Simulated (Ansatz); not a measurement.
**PbS in the rock salt structure (space group Fm-3m, No. 225)**

```cif
data_Pb4S4
_chemical_formula_sum 'Pb4 S4'
_space_group_name_H-M_alt 'Fm-3m'
_space_group_IT_number 225
_space_group_name_Hall '-F 4 2 3'
_cell_length_a 6.00918
_cell_length_b 6.00918
_cell_length_c 6.00918
_cell_angle_alpha 90.000
_cell_angle_beta 90.000
_cell_angle_gamma 90.000
loop_
_atom_site_label
_atom_site_type_symbol
_atom_site_symmetry_multiplicity
_atom_site_Wyckoff_symbol
_atom_site_fract_x
_atom_site_fract_y
_atom_site_fract_z
_atom_site_occupancy
Pb1 Pb 4 a 0.00000 0.00000 0.00000 1
S1 S 4 b 0.50000 0.50000 0.50000 1
```
(The calculation used a cell of 2 atoms; values per cell refer to that cell.)

The values are results of Kohn–Sham DFT with the PBE functional, run in Ansatz (a first-principles code) with PAW and 420 eV plane waves, spin-orbit coupling left out, not measurements. Settings: 10×10×10 k-points, 0.05 eV Fermi–Dirac smearing.

```yaml
volume_per_atom: 27.12 Å³
density: 7.32 g/cm³
band_gap: 0.49 eV, direct at L
electron_mass: 0.16 mₑ
Lowest conduction-band minima above the VBM: L along ⟨111⟩ 0.49 eV; a point along ⟨110⟩, about 0.6 Å⁻¹ from Γ 1.36 eV
total_energy: -6404.786 eV/atom (σ→0; compares only within this code and set-up)
```

Spin-orbit coupling, missing from the scalar runs, can matter with Pb. Masses are band curvatures over ±0.01 Å⁻¹ around the edge. Stability against distortions was not tested. The base started in P3_121 and relaxed to Fm-3m at this level.
